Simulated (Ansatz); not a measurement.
**How far to go with the plane-wave cutoff: TaSb₂ (Cm, 6 atoms in the cell)**

```
CELL_PARAMETERS angstrom
      5.15308    -1.85443     0.00000
      5.15308     1.85443     0.00000
     -4.25842     0.00000     7.22092
ATOMIC_POSITIONS crystal
  Ta 0.85172 0.85172 0.81793
  Ta 0.15114 0.15114 0.18899
  Sb 0.14828 0.14828 0.53530
  Sb 0.85172 0.85172 0.46470
  Sb 0.40462 0.40462 0.11031
  Sb 0.59538 0.59538 0.88969
```

Computed with PBEsol, default PAW files made with PBE (plane waves; Ansatz, a program for electronic structure).

Base settings: basis.ecutwfc = 420 eV; kpoints.mp_grid.grid = 4 4 2; hamiltonian.xc = pbesol; hamiltonian.pseudopotentials = {kind: paw} (the program's default PAW files); scf.occupations.method = gaussian; scf.occupations.width = 0.1 eV.

The second cell is the first with its lattice scaled by 0.98.

The mesh stays at the base's, so the ladder's end is converged at best in this setting alone.

The first pressure column holds Ansatz's estimate of the finite-basis (Pulay) stress, which hides part of the cutoff error; the other is without it.

Only quantities that move along the ladder and can be compared are tabulated.

The count of work is k-points × plane waves × bands × iterations; it is no time. 

The starting cell comes from a database of computed structures (which also holds hypothetical and non-ambient phases and stackings), without a prior relaxation at this level. Its lattice was rescaled by up to half a per cent. One atom was moved a little off its site on purpose. Spin polarisation is off. In the base run, with a pressure of about -4 GPa the cell is away from its equilibrium volume at this level. Without a gap this mesh is coarse (it stands for a supercell whose shortest vector is 15 Å).

| basis.ecutwfc | free energy less the last step's (meV/atom) | energy of the compressed cell less the first (meV/atom) | pressure (GPa) | pressure without the Pulay estimate (GPa) | largest difference of a force vector from the last step's (eV/Å) | count of work / last |
|---|---|---|---|---|---|---|
| 145 eV | 66052.26 | 77.14 | -25.00 | -1682.11 | 3.538 | 0.071 |
| 170 eV | 25167.74 | -296.45 | -23.11 | -814.06 | 3.998 | 0.067 |
| 190 eV | 10967.29 | -127.18 | -3.85 | -410.23 | 1.008 | 0.095 |
| 210 eV | 4673.19 | -7.17 | -5.23 | -199.71 | 0.769 | 0.11 |
| 230 eV | 1968.62 | -5.77 | -2.16 | -96.47 | 0.236 | 0.11 |
| 250 eV | 793.43 | -4.38 | -2.94 | -45.95 | 0.087 | 0.12 |
| 295 eV | 85.44 | -1.03 | -3.79 | -9.87 | 0.023 | 0.16 |
| 335 eV | 10.91 | -3.60 | -3.85 | -4.66 | 0.004 | 0.19 |
| 380 eV | 2.70 | -3.48 | -3.85 | -3.92 | 0.001 | 0.23 |
| 420 eV | 1.54 | -3.55 | -3.86 | -3.91 | 0.000 | 0.27 |
| 460 eV | 0.74 | -3.59 | -3.86 | -3.89 | 0.000 | 0.31 |
| 505 eV | 0.35 | -3.60 | -3.86 | -3.87 | 0.000 | 0.35 |
| 565 eV | 0.21 | -3.61 | -3.86 | -3.87 | 0.000 | 0.42 |
| 630 eV | 0.12 | -3.60 | -3.86 | -3.87 | 0.000 | 0.49 |
| 735 eV | 0.06 | -3.61 | -3.86 | -3.86 | 0.000 | 0.62 |
| 840 eV | 0.04 | -3.61 | -3.86 | -3.86 | 0.000 | 0.76 |
| 1010 eV | 0.00 | -3.61 | -3.86 | -3.87 | 0.000 | 1.0 |

Coarsest basis.ecutwfc that holds the pressure without the Pulay estimate within 0.1 GPa of the last step, with all finer ones: 380 eV, at 0.23 of the last step's count of work; the step before is off by 0.79 GPa.

Coarsest basis.ecutwfc that holds the forces within 0.01 eV/Å of the last step, with all finer ones: 335 eV, at 0.19 of the last step's count of work; the step before is off by 0.023 eV/Å.

Coarsest basis.ecutwfc that holds the free energy within 5 meV/atom of the last step, with all finer ones: 380 eV, at 0.23 of the last step's count of work; the step before is off by 11 meV/atom.

The energy difference between the two cells stays within 1 meV/atom of the last step's from 335 eV on, the total only from 460 eV on: much of the error is common to both cells and cancels.

At the lowest cutoff the pressure without the Pulay estimate lies 1680 GPa under the last step's, the usual sign of Pulay stress in an incomplete plane-wave basis.

Keys are those of Ansatz 0.2.
